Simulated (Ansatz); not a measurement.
Base system: Os in the hcp (Mg type) structure (space group P6_3/mmc, No. 194; a = 2.7543 Å, c = 4.3474 Å; relaxed with 0.1 eV smearing). Axes: x lies along a and z along c of the hexagonal cell.

Calculations: Ansatz (a quantum-chemistry and plane-wave program), PBE, PAW, cutoff 420 eV, no spin-orbit coupling.

Base values:

```
Property    Value
--------  -------
Pressure  0.0 GPa
```

It is then changed as follows: the cell is compressed by 0.50 % along x with no lateral relaxation; the atoms relax in the strained cell.

**Question.** What happens to the energy relative to the base?

**Answer.** The energy grows by 0.8 meV/atom.

**Question.** Predict the new pressure.

**Answer.** The pressure (mean of the normal stresses, compression positive) goes from zero to 2.0 GPa.

Whether these cells are dynamically stable was not tested. The final runs are not spin-polarised.
